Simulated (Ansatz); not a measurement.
The structure below was relaxed with DFT with PBE, PAW potentials and a 420 eV plane-wave cutoff in Ansatz (a quantum-chemistry and plane-wave program), without spin-orbit coupling, earlier PAW set.

```xyz
3
Lattice="0.0000 2.9455 2.9455 2.9455 0.0000 2.9455 2.9455 2.9455 0.0000" Properties=species:S:1:pos:R:3 pbc="T T T"
W      0.0000     0.0000     0.0000
Si     1.4728     1.4728     1.4728
Si     4.4183     4.4183     4.4183
```

Problem. Find the space group and the Wyckoff positions.

Solution. Space group Fm-3m (No. 225); a = b = c = 5.891 Å, α = β = γ = 90.00°

| atom | site | symmetry | x | y | z |
|---|---|---|---|---|---|
| W | 4a | m-3m | 0.0000 | 0.0000 | 0.0000 |
| Si | 8c | -43m | 0.2500 | 0.2500 | 0.2500 |

Problem. Describe the coordination.

Solution. The crystal has 12 atoms in its conventional cell. Cell: a = 5.891 Å, b = 5.891 Å, c = 5.891 Å, α = 90.00°, β = 90.00°, γ = 90.00°. W is coordinated by 8 Si at 2.551 Å (cubic). Si is coordinated by 4 W at 2.551 Å (tetrahedral). (Neighbours: up to the widest gap in distance over summed covalent radii, below 1.35, at either atom; cation-cation and far metal-metal contacts left out.)

Whether these cells are dynamically stable was not tested. All final runs are without spin polarisation. The cell was made from WTe2 by this change: Te → Si; the result is a hypothetical phase, not in the database extracts checked. WSi2 has a high density of states at the Fermi level and may be magnetic at this level.
